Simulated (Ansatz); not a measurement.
The parent structure is IrO2 in the rutile structure (space group P4_2/mnm, No. 136).

```
IrO2
1.0
    4.47181     0.00000     0.00000
    0.00000     4.47181     0.00000
    0.00000     0.00000     3.15362
Ir O
2 4
Cartesian
  0.00000   0.00000   0.00000
  2.23590   2.23590   1.57681
  1.38086   1.38086   0.00000
  3.61676   0.85504   1.57681
  0.85504   3.61676   1.57681
  3.09095   3.09095   0.00000
```

Cartesian axes are those of the cell as printed.

All numbers come from Kohn–Sham DFT with the PBEsol functional, run in Ansatz (an electronic-structure program) with PAW and 420 eV plane waves, no spin-orbit coupling.

Base values:

Pressure: 0.0 GPa
Volume per atom: 10.51 Å³

Now apply this change: biaxial strain −0.27 %, plane normal [001], relaxed out of plane (Cartesian); in-plane vectors clamped, the third vector and the atoms free.

Q: Predict the new pressure and volume per atom.

A: The pressure (mean of the normal stresses, compression positive) goes from zero to 0.9 GPa; the volume per atom falls by 0.04 Å³ (10.51 Å³ → 10.47 Å³).

Whether these cells are dynamically stable was not tested. No Hubbard U is applied, and correlation can decide whether such a compound is a metal. The final runs are not spin-polarised.
